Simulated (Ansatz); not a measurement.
The reference is ZnSe in the zinc blende structure (space group F-43m, No. 216; a = 5.733 Å).

Calculations: Kohn–Sham DFT with the PBE functional, run in Ansatz (a program for electronic structure) with PAW and 420 eV plane waves, no spin-orbit coupling.

```tsv
level	band gap	lattice parameter a
PBE	1.15 eV	5.733 Å
```

Measured: band gap 2.87 eV (static lattice; corrected from measurement; as listed in Wei Chen et al., Physical Review Materials (2018)); lattice parameter a 5.6676 Å (room temperature; as listed in Martin Albrecht, Beate Paulus, Hermann Stoll, Phys. Rev. B (1997)).

Computed minus measured — band gap: PBE -1.72 eV; lattice parameter a: PBE +1.2 %. Measured values not marked as corrected hold thermal and zero-point effects that the static-lattice runs lack. A measured gap can be an optical one, lowered by exciton binding. Levels without spin-orbit coupling miss its lowering of the gap, often about a third of the valence-band splitting.

Whether these cells are dynamically stable was not tested.
